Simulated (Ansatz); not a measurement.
PtAg (model structure, P4/mmm, No. 123, 2 atoms in the cell), treated with LDA (plane waves, PAW; Ansatz, a first-principles code).

Numerical settings: plane-wave cutoff 520 eV, 20×20×14 k mesh (along the axes of the cell as run), Fermi–Dirac smearing 0.05 eV, no spin polarisation, scalar-relativistic PAW data made under PBE.

Cell (relaxed at this level):

Space group P4/mmm (No. 123); a = 2.7273 Å, b = 2.7273 Å, c = 4.1158 Å, α = 90.00°, β = 90.00°, γ = 90.00°

```
atom  site  symmetry       x       y       z
----  ----  --------  ------  ------  ------
Ag      1a     4/mmm  0.0000  0.0000  0.0000
Pt      1d     4/mmm  0.5000  0.5000  0.5000
```

What does this level give for the bulk modulus B0?


* **bulk modulus B0**: 210 GPa

The run finds no gap.

Note: the bulk modulus is −V dP/dV from two relaxed cells at ±2 % in volume; the relaxation could raise the start's symmetry but not lower it, so the cell can be a saddle point.

Spin–orbit coupling is not included.

A model structure was made by putting elements into a prototype or built by hand; it is no filed structure, need not be a known phase, and can be a saddle point held by its symmetry.
